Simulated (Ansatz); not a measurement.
Where the default PAW files enter, the runs use the earlier of Ansatz's two default sets.

Data:

```yaml
crystal:
  lattice:
    - [2.51783, 0.00000, 0.00000]
    - [-1.25892, 2.18051, 0.00000]
    - [1.25892, 0.72684, 2.05580]
  atoms:
    - { symbol: C, position: [0.00000, 0.50000, 0.50000] }
    - { symbol: C, position: [0.50000, 0.25000, 0.25000] }
```

Space group of this cell: Fd-3m, diamond. The cell is taken as given; by LDA its mean pressure is -11.1 GPa.

Transport runs along the normal of the first two printed cell vectors, the (111) plane of the conventional cell.

The gap is the functional's own, uncorrected, and κ follows it; spin-orbit coupling is left out. Mid-gap values are interpolated between the computed energies.

Q: Estimate the band gap and the smallest decay constant κ at mid-gap that LDA (Ansatz, an electronic-structure program) returns for this system.

A: Gap 4.12 eV on a 16×16×16 mesh; κ = 0.255 1/Å, at the zone centre.
